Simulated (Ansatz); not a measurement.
**VN under a change: V → Ta**

The reference is VN in the rock salt structure (space group Fm-3m, No. 225; a = 4.117 Å).

Modification: every V is replaced by Ta, then cell and atoms are relaxed.

Computed with Ansatz (a quantum-chemistry and plane-wave program), PBE, PAW, cutoff 420 eV, scalar-relativistic without spin-orbit coupling, earlier PAW set. Γ-centred 18×18×18 mesh, Fermi–Dirac width 0.05 eV, for the changed cell.

| quantity | base | changed | shift |
|---|---|---|---|
| volume per atom | 8.72 Å³ | 10.77 Å³ | +2.043 Å³ |
| density | 6.18 g/cm³ | 15.04 g/cm³ | +8.853 g/cm³ |
| lattice parameter a | 7.780 bohr | 8.345 bohr | +0.565 bohr |
| space group | Fm-3m (No. 225) | Fm-3m (No. 225) | – |
| shortest interatomic distance | 3.890 bohr | 4.173 bohr | +0.283 bohr |
| band gap | zero | zero | – |

Stability against distortions was not tested. Seeded moments were not kept for the base. The final runs are not spin-polarised. This is not the structure that TaN has at room temperature and ambient pressure.
